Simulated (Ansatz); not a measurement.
## PbSe, response to strain

Consider PbSe in the rock salt structure (space group Fm-3m, No. 225; a = 6.178 Å). Axes: x, y, z lie along the cube axes.

Strains are applied to the cell and any free atomic positions relax.

Calculations: Ansatz (a quantum-chemistry and plane-wave program) r2SCAN, without spin-orbit coupling, earlier PAW set.

Candidates:
(a) isotropic strain −1.99 %
(b) isotropic strain +0.69 %
(c) tensor shear ε_yz = +0.95 %

Base values:

The band gap is 0.67 eV.

Q: Order them by band gap, highest first.

A: (b) isotropic strain +0.69 % (0.74 eV), (c) tensor shear ε_yz = +0.95 % (0.58 eV), (a) isotropic strain −1.99 % (0.46 eV)

With Pb present, leaving out spin-orbit coupling can change the band edges. Whether these cells are dynamically stable was not tested.
